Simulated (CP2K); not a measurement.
Band structure of Mg₆CdW (Amm2, 8 atoms in the cell).

```
Mg6CdW
1.0
    4.89763     0.00000     0.00000
    0.00000     6.18225     0.00000
    0.00000     3.08289     5.35873
Mg Cd W
6 1 1
Direct
  0.50000   0.33541   0.82999
  0.50000   0.82999   0.33541
  0.00000   0.14709   0.67723
  0.00000   0.67723   0.14709
  0.00000   0.67694   0.67694
  0.00000   0.16696   0.16696
  0.50000   0.33389   0.33389
  0.50000   0.83248   0.83248
```

Method: PBEsol, GPW, DZVP-MOLOPT-SR-GTH basis, GTH-PBE potentials (GTH_POTENTIALS) (CP2K).

Settings: CUTOFF = 1000 Ry; REL_CUTOFF = 50 Ry; SMEAR/METHOD = GAUSSIAN; SIGMA = 0.05 eV; KPOINTS/SCHEME = MONKHORST-PACK 4 3 3; GAMMA_CENTERED = T; XC_FUNCTIONAL = PBE:PBESOL; Mg/BASIS_SET = DZVP-MOLOPT-SR-GTH; Mg/POTENTIAL = GTH-PBE-q10; Cd/BASIS_SET = DZVP-MOLOPT-SR-GTH; Cd/POTENTIAL = GTH-PBE-q12; W/BASIS_SET = DZVP-MOLOPT-SR-GTH; W/POTENTIAL = GTH-PBE-q14; METHOD = GPW.

The starting cell comes from a database of computed structures (which also holds hypothetical and non-ambient phases and stackings), without a prior relaxation at this level. Spin-orbit coupling is off. Spin polarisation is off. Values carry the incompleteness of an atom-centred basis. The potentials were made for another functional than the one used.

Levels in eV from the Fermi level, bands 40 to 45:
```csv
point,40,41,42,43,44,45
Γ,-1.97,-1.58,-1.12,-0.49,-0.33,0.89
X,-1.24,-1.12,-0.20,0.84,0.92,1.02
S,-1.05,-0.67,0.01,0.20,0.52,1.27
R,-1.79,-1.78,-0.79,-0.14,0.10,0.61
A,-0.93,-0.59,-0.40,-0.18,-0.18,0.35
Z,-1.40,-1.20,-1.09,-0.92,-0.64,-0.60
Y,-0.78,-0.47,-0.20,0.38,0.45,1.70
X1,-1.24,-1.12,-0.20,0.84,0.92,1.02
A1,-0.93,-0.59,-0.40,-0.18,-0.18,0.35
T,-2.01,-1.73,-0.52,-0.13,0.16,0.67
```

Bands cross the Fermi level along this path, so the cell is metallic at this level.

Higher empty bands are left out: an atom-centred basis made for the valence describes them poorly.
